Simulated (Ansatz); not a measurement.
The reference is NaF in the rock salt structure (space group Fm-3m, No. 225).

```xyz
2
Lattice="0.0000 2.3147 2.3147 2.3147 0.0000 2.3147 2.3147 2.3147 0.0000" Properties=species:S:1:pos:R:3 pbc="T T T"
F      0.0000     0.0000     0.0000
Na     2.3147     2.3147     2.3147
```

Level of theory: Ansatz (a first-principles code) PBEsol, scalar-relativistic without spin-orbit coupling.

For the base:

| Quantity | Result |
|---|---|
| Band gap | 6.20 eV |
| Width of the top valence band | 0.58 eV |
| Shortest interatomic distance | 2.315 Å |

Modification: Cl takes the place of F on all its sites, then cell and atoms are relaxed.

### Question
Estimate the effect on the band gap.

### Answer
The band gap decreases by 1.19 eV, from 6.20 eV to 5.01 eV.

### Question
How does this affect the width of the top valence band?

### Answer
The width of the top valence band increases by 0.22 eV (0.58 eV → 0.80 eV).

### Question
Predict the new shortest interatomic distance.

### Answer
The shortest interatomic distance rises by 0.486 Å to 2.801 Å.

Stability against distortions was not tested.
